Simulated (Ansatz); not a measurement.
# HgS: response to strain

Base system: HgS in the zinc blende structure (space group F-43m, No. 216; a = 5.8759 Å). Axes: x, y, z lie along the cube axes.

Strains are applied to the cell and any free atomic positions relax; under biaxial strain the out-of-plane vector relaxes too.

Levels (all Ansatz, an electronic-structure program, PAW): PBEsol (420 eV, scalar-relativistic without spin-orbit coupling); HSE06 (420 eV, no SOC).

Band gaps by level, all at the geometries relaxed with PBEsol:

```tsv
case	PBEsol	HSE06
base	zero	–
biaxial strain +0.64 %, plane normal [001], relaxed out of plane	zero	…
biaxial strain +2.07 %, plane normal [001], relaxed out of plane	zero	…
biaxial strain +0.29 %, plane normal [110], relaxed out of plane	zero	0.39 eV
```

Problem. What belongs in the blanks?

Solution. 
- biaxial strain +0.64 %, plane normal [001], relaxed out of plane, HSE06: 0.36 eV
- biaxial strain +2.07 %, plane normal [001], relaxed out of plane, HSE06: 0.28 eV

A biaxial case was relaxed in a doubled cell and then solved in the primitive one. Single points use the geometry relaxed with PBEsol. HSE06 gaps are upper bounds (no full band path). Spin-orbit coupling, missing from the scalar runs, can matter with Hg. Stability against distortions was not tested. All final runs are without spin polarisation. Gaps under 0.05 eV, about the width of the smearing, are given as zero. A zero or small gap of HgS can be the functional's error rather than a property of the material.
